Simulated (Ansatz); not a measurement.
**Phonons of wurtzite AlN at temperature**

Method: the stochastic self-consistent harmonic approximation in a 3×3×2 supercell, LDA density-functional theory in Ansatz (plane waves, PAW). The cell is fixed at its relaxed static size. Melting and transitions to other phases are not modelled. An odd repeat of the supercell leaves out some zone-boundary points, where instabilities often lie. Frequencies in cm⁻¹ at q = (0.33, 0.33, 0.00) (fractions of the primitive reciprocal vectors), each column in ascending order, rows equal in every column written once; i marks an imaginary mode. The auxiliary (Gaussian) frequencies are positive by construction; the free-energy Hessian decides stability.

| harmonic | Gaussian 300 K | Hessian 300 K | Gaussian 1000 K | Hessian 1000 K |
|---|---|---|---|---|
| 358 | 356 | 354 | 353 | 348 |
| 365 | 362 | 362 | 358 | 356 |
| 456 | 454 | 453 | 452 | 448 |
| 470 | 472 | 467 | 472 | 458 |
| 653 | 657 | 648 | 659 | 632 |
| 703 | 707 | 700 | 709 | 687 |
| 710 | 716 | 708 | 720 | 695 |
| 740 | 745 | 738 | 749 | 728 |

| Property | Result |
|---|---|
| pressure at 300 K in this cell | 1.86 ± 0.02 GPa |
| pressure at 1000 K in this cell | 3.85 ± 0.02 GPa |
| pressure near 300 K by path-integral sampling of the fitted surface | 1.86 GPa |
| pressure near 1000 K by path-integral sampling of the fitted surface | 3.96 GPa |
| static pressure | 0.00 GPa |

Over all wave vectors of the supercell the softest harmonic mode is 175 cm⁻¹ at q = (0.00, 0.00, 0.50); the softest of the Hessian is 173 cm⁻¹ at q = (0.00, 0.00, 0.50) at 300 K (error under 1; the run's verdict: stable), 170 cm⁻¹ at q = (0.00, 0.00, 0.50) at 1000 K (error under 1; the run's verdict: stable).

Ansatz is a quantum-chemistry and plane-wave program.
